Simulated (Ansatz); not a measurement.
BaTiO3: uniaxial strain ε_yy = +2.01 %

The parent structure is BaTiO$_{3}$ in the cubic perovskite structure (space group Pm-3m, No. 221; a = 3.970 Å). Axes: x, y, z lie along the cube axes.

One thing is altered: the cell is stretched by 2.01 % along y with no lateral relaxation; the atoms relax in the strained cell.

Method: PBEsol (Ansatz, a quantum-chemistry and plane-wave program; PAW; 420 eV plane waves; without spin-orbit coupling), earlier PAW set. Settings: 8×8×8 k-points, 0.05 eV Fermi–Dirac smearing.

```tsv
quantity	base	changed	shift
space group	Pm-3m (No. 221)	P4/mmm (No. 123)	–
shortest interatomic distance	1.985 Å	1.985 Å	0.000 Å
energy relative to the base (free energy F)	0 meV/atom	+4.7 meV/atom	+4.7 meV/atom
pressure (mean of the normal stresses, compression positive)	0.00 GPa	-3.33 GPa	-3.33 GPa
band gap	1.82 eV	1.73 eV	-0.09 eV
gap character	–	indirect, A → Γ	–
smallest direct gap	1.89 eV	1.85 eV	-0.04 eV
stress (xx, yy, zz, yz, xz, xy; compression positive)	–	(-2.11, -5.79, -2.11, 0.00, 0.00, 0.00) GPa	–
```

Cost of the whole job for the changed cell (relaxation, final SCF and bands): roughly 40 core-seconds.

Whether these cells are dynamically stable was not tested. All final runs are without spin polarisation. Many cubic perovskites are stable only at high temperature; tilts and polar distortions were not tested. This is not the structure that BaTiO3 has at room temperature and ambient pressure. Labels are those of the standard path for the cell's own space group.
